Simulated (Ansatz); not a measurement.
**One base run on Li2Ga (Cmcm, 6 atoms in the cell) and variants with one or two settings moved**

```
CELL_PARAMETERS angstrom
      2.28100    -4.77100     0.00000
      2.28100     4.77100     0.00000
      0.00000     0.00000     4.36400
ATOMIC_POSITIONS crystal
  Li 0.58800 0.41200 0.25000
  Li 0.41200 0.58800 0.75000
  Ga 0.92370 0.07630 0.25000
  Ga 0.07630 0.92370 0.75000
  Li 0.24300 0.75700 0.25000
  Li 0.75700 0.24300 0.75000
```

Base run A: Ansatz (an electronic-structure program) with r2SCAN, default PAW files made with PBE, self-consistent single point.

Its settings: basis.ecutwfc = 500 eV; kpoints.mp_grid.grid = 8 8 7; hamiltonian.xc = r2scan; hamiltonian.pseudopotentials = {kind: paw} (the program's default PAW files); scf.occupations.method = gaussian; scf.occupations.width = 0.1 eV.

The starting cell comes from a database of published, mostly measured structures (it also holds non-ambient and calculated ones), without a prior relaxation at this level. Ansatz's pressure includes its estimate of the finite-basis (Pulay) stress.

ΔF is the free energy per atom less that of run A. 

```csv
run,change,ΔF (meV/atom),pressure (GPa),largest force (eV/Å),k-points,valence electrons
A,base,0.00,-1.39,0.093,84,38
B,"1 x 1 x 2 supercell, mesh divided and rounded up; kpoints.mp_grid.grid: 8 8 7 → 8 8 4",2.0,-1.35,0.108,63,76
C,kpoints.mp_grid.grid: 8 8 7 → 9 9 8,0.80,-1.37,0.114,125,38
D,kpoints.mp_grid.grid: 8 8 7 → 7 7 6; scf.occupations.width: 0.1 eV → 0.03 eV,4.9,-1.38,0.124,64,38
E,crystal.symmetry.detect: default → false,0.00,-1.39,0.093,226,38
F,scf.convergence.dr2_threshold: default (1e-07 eV) → 1e-10 eV,0.00,-1.39,0.093,84,38
G,scf.mixing.preconditioner: default (the program chose Kerker) → kerker; scf.mixing.q_tf: default → 0.5,0.00,-1.39,0.093,84,38
H,scf.self_checks: default → high,0.00,-1.39,0.093,84,38
```

Run C against A: The free energy stays essentially unchanged (within 1 meV/atom), the pressure hardly changes (-1.39 to -1.37 GPa) and the largest force goes from 0.093 to 0.114 eV/Å.

Run B against A: The free energy rises by 2.0 meV/atom, the pressure hardly changes (-1.39 to -1.35 GPa) and the largest force goes from 0.093 to 0.108 eV/Å.

Run D against A: The free energy rises by 4.9 meV/atom, the pressure hardly changes (-1.39 to -1.38 GPa) and the largest force goes from 0.093 to 0.124 eV/Å.

Keys are those of Ansatz 0.2.
